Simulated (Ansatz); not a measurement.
# GaN (I4mm, No. 107, 2 atoms in the cell; start mp-2646978; a measured phase of this formula has another space group)

Method: r²SCAN+rVV10 in Ansatz (PAW).

Settings: plane-wave cutoff 560 eV, 16×16×16 k mesh, Fermi–Dirac smearing 0.01 eV, scalar-relativistic PAW data made under PBE.

Cell (relaxed at this level):

```
GaN
1.0
   -1.42449     1.42449     2.45710
    1.42449    -1.42449     2.45710
    1.42449     1.42449    -2.45710
Ga N
1 1
Cartesian
  0.00000   0.00000   3.71998
  0.00000   0.00000   1.75936
```

```yaml
band_gap: 0.74 eV (indirect)
smallest_direct_gap_on_the_k_points_sampled: 2.53 eV
```

Spin–orbit coupling is not included.

A start named mp-… is a Materials Project structure, which need not be a measured phase.

Ansatz is a first-principles code.
